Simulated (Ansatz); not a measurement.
The reference is MgTe in the wurtzite structure (space group P6_3mc, No. 186).

```xyz
4
Lattice="4.5609 0.0000 0.0000 -2.2805 3.9499 0.0000 0.0000 0.0000 7.4130" Properties=species:S:1:pos:R:3 pbc="T T T"
Mg     2.2805     1.3166     0.0073
Mg     0.0000     2.6333     3.7138
Te     2.2805     1.3166     4.6273
Te     0.0000     2.6333     0.9208
```

All numbers come from PBEsol (Ansatz, a first-principles code; PAW; 420 eV plane waves; no spin-orbit coupling).

For the base:

The valence-band top at Γ is 0.00, -0.02, -0.02 eV, the electron mass is 0.15 mₑ along c, 0.17 mₑ across (at Γ) and the pressure is -0.01 GPa. The band gap is 2.39 eV.

Modification: an isotropic linear strain of +5.76 %; the atoms relax in the strained cell.

Q: What happens to the energy relative to the base, valence-band top at Γ, electron mass, pressure and band gap?

A: The energy grows by 94 meV/atom; the valence-band top at Γ (three highest levels, from the VBM) changes from 0.00, -0.02, -0.02 eV to 0.00, -0.01, -0.01 eV; the electron mass changes from 0.15 mₑ along c, 0.17 mₑ across (at Γ) to 0.14 mₑ along c, 0.16 mₑ across (at Γ); the pressure (mean of the normal stresses, compression positive) falls by 4.27 GPa to -4.28 GPa; the band gap drops by 0.684 eV, from 2.39 eV to 1.70 eV.

With Te present, leaving out spin-orbit coupling can change the band edges. Effective masses come from finite differences of ±0.01 Å⁻¹. Whether these cells are dynamically stable was not tested.
